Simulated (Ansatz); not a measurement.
TiC (Fm-3m): band-structure transport figures

Given:

```
TiC
1.0
    0.00000     2.12182     2.12182
    2.12182     0.00000     2.12182
    2.12182     2.12182     0.00000
Ti C
1 1
Direct
  0.00000   0.00000   0.00000
  0.50000   0.50000   0.50000
```

Computed with PBEsol, rigid bands (plane waves, PAW, scalar-relativistic; Ansatz, a quantum-chemistry and plane-wave program). Condition of this run: hydrostatic pressure 10 GPa (the target of the relaxation). How the cell was made: cell and atoms relaxed with PBEsol, then loaded as said.

The density of states at the Fermi level comes out as 0.280 states/(eV·cell), both spins. The bare Sommerfeld coefficient is 0.33 mJ/(mol of atoms·K²) and the drude plasma energy is 3.7 eV. The root-mean-square Fermi velocity is 5.9e5 m/s and the resistivity times τ comes out as 37 ×10⁻²² Ω·m·s.

A metal at this level (no band gap); rigid bands, thermally averaged at 300 K, both spins. Spin-orbit coupling is left out. τ is one relaxation time for all states.
